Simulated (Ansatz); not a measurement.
A zone-centre phonon calculation of HfAu (P4/nmm, 4 atoms in the cell) with Ansatz (a first-principles code).

Method: LDA (PW92), default PAW files made with PBE (plane waves; Ansatz).

```yaml
crystal:
  lattice:
    - [3.46644, 0.00000, 0.00000]
    - [0.00000, 3.46644, 0.00000]
    - [0.00000, 0.00000, 6.28892]
  atoms:
    - { symbol: Hf, position: [0.00000, 0.50000, 0.85158] }
    - { symbol: Hf, position: [0.50000, 0.00000, 0.14842] }
    - { symbol: Au, position: [0.00000, 0.50000, 0.37143] }
    - { symbol: Au, position: [0.50000, 0.00000, 0.62857] }
```

Reference input (self-consistent single point, DFT, LDA (PW92), plane waves, default PAW files made with PBE): basis.ecutwfc = 420 eV; kpoints.mp_grid.grid = 10 10 5; hamiltonian.xc = lda; hamiltonian.pseudopotentials = {kind: paw} (the program's default PAW files); scf.occupations.method = fermi_dirac; scf.occupations.width = 0.1 eV. This run's input differs from it in these lines:

```diff
@@ -24,6 +24,6 @@
     width: 0.1 eV
-output:
-  forces: true
-  eigenvalues: true
-  stress: true
+  convergence:
+    dr2_threshold: 1.0e-07 eV
+phonons:
+  method: dfpt
```

Output (repeated stretches shortened):

```
SCF iter   1: F=—  HF=-56685.985544 eV  |F-HF|=—  |Δ(HF+E_count)|=         —  Δρ=7.89e-3  dr2=5.18e-2  ethr=1.77e-3  ⟨swp⟩=5.2  Hψ=17592  notcnv=0  defer=12
all-band conjugate gradients solve this SCF's bands
preconditioner: auto → Kerker (q_TF=auto, 2.809 Å⁻¹)
SCF iter   2: F=—  HF=-56685.978532 eV  |F-HF|=—  |Δ(HF+E_count)|=   7.01e-3  Δρ=3.62e-3  dr2=7.55e-3  ethr=5.76e-5  ⟨swp⟩=2.4  Hψ=8430  notcnv=0  defer=11
   [... lines left out ...]
SCF iter   5: F=—  HF=-56685.977389 eV  |F-HF|=—  |Δ(HF+E_count)|=   5.89e-5  Δρ=1.77e-4  dr2=2.70e-5  ethr=2.17e-7  ⟨swp⟩=2.0  Hψ=9886  notcnv=0  defer=11
SCF iter   6: F=—  HF=-56685.977396 eV  |F-HF|=—  |Δ(HF+E_count)|=   6.14e-6  Δρ=3.92e-5  dr2=2.44e-6  ethr=3.01e-8  ⟨swp⟩=2.0  Hψ=7339  notcnv=0  defer=15
SCF iter   7: F=—  HF=-56685.977395 eV  |F-HF|=—  |Δ(HF+E_count)|=   3.24e-7  Δρ=1.01e-5  dr2=1.11e-7  ethr=2.71e-9  ⟨swp⟩=2.6  Hψ=9094  notcnv=0  defer=15
SCF iter   8: F=-56685.977395 eV  HF=-56685.977395 eV  |F-HF|=2.87e-9  |Δ(HF+E_count)|=   2.05e-8  Δρ=1.77e-6  dr2=4.19e-9  ethr=1.11e-10  ⟨swp⟩=9.1  Hψ=36183  notcnv=0
SCF 1 converged in 8 iterations: F = -56685.977395 eV  dr2 = 4.19e-9
DFPT response loops at Γ: preconditioner auto → Kerker (q_TF=auto, 2.809 Å⁻¹) (partly filled bands, converged f_vac=0.000) …
Free energy (F): -56685.977395 eV
Internal energy: -56685.912705 eV  (E = F + TS)
E sigma→0 (E₀):  -56685.945050 eV
Entropy (-TS):   -0.064690 eV (-16.172 meV/atom)
Fermi energy:    20.997900 eV
--- Phonons (Γ-DFPT): 4 representative perturbations + reference, on 108 of 500 k-points (Σ response iterations 20) ---
  k mesh reduced under 4 symmetry operations, with k and −k counted as one. Each operation leaves every solved displacement unchanged or reverses it
  ASR residual: 1.533e-3 → 0.000e0 eV/Å²; symmetrization residual: 3.266e-6 eV/Å²
  ASR residual per site (eV/Å²): 7.52e-4 7.52e-4 1.53e-3 1.53e-3
  Γ frequencies (cm⁻¹): 0.00 0.00 0.00 92.29 92.29 108.28 111.64 111.64 127.35 143.25 143.25 156.26
  non-analytic LO–TO correction: not included (Born effective charges unavailable; polar crystals: no LO–TO splitting at Γ)
```

The run converged in 8 iterations. 

Summary of the result:
```
Property                                                                                              Result
--------------------------------------------------------  --------------------------------------------------
Free energy E − TS (on the zero of these files)                                               -56685.9774 eV
Fermi level (on the code's own zero)                                                                21.00 eV
Zone-centre frequencies (cm⁻¹; negative means imaginary)  0, 0, 0, 92, 92, 108, 112, 112, 127, 143, 143, 156
```

The starting cell comes from a database of computed structures (which also holds hypothetical and non-ambient phases and stackings), without a prior relaxation at this level. Its lattice was rescaled by up to half a per cent.

Cost on one core of a shared machine: roughly 5 min.

Keys are those of Ansatz 0.2.
